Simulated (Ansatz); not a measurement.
Results of B3LYP (VWN-RPA form) (Ansatz, an electronic-structure program, PAW) for fluorite PtAl2.

Run with plane-wave cutoff 460 eV, 8×8×8 k mesh, Fermi–Dirac smearing 0.05 eV, scalar-relativistic PAW data made under PBE.

Cell (relaxed at this level):

```
CELL_PARAMETERS angstrom
      0.00000     2.97899     2.97899
      2.97899     0.00000     2.97899
      2.97899     2.97899     0.00000
ATOMIC_POSITIONS crystal
  Al 0.25000 0.25000 0.25000
  Al 0.75000 0.75000 0.75000
  Pt 0.00000 0.00000 0.00000
```

Task: Estimate the bulk modulus and pressure derivative B′ of the bulk modulus that the calculation returns.

Result: 
- bulk modulus: 127 GPa
- pressure derivative B′ of the bulk modulus: 4.6

Spin–orbit coupling is not included.

Static lattice: no zero-point or thermal effects.

Computing time: about 17 core-minutes (a rough figure).
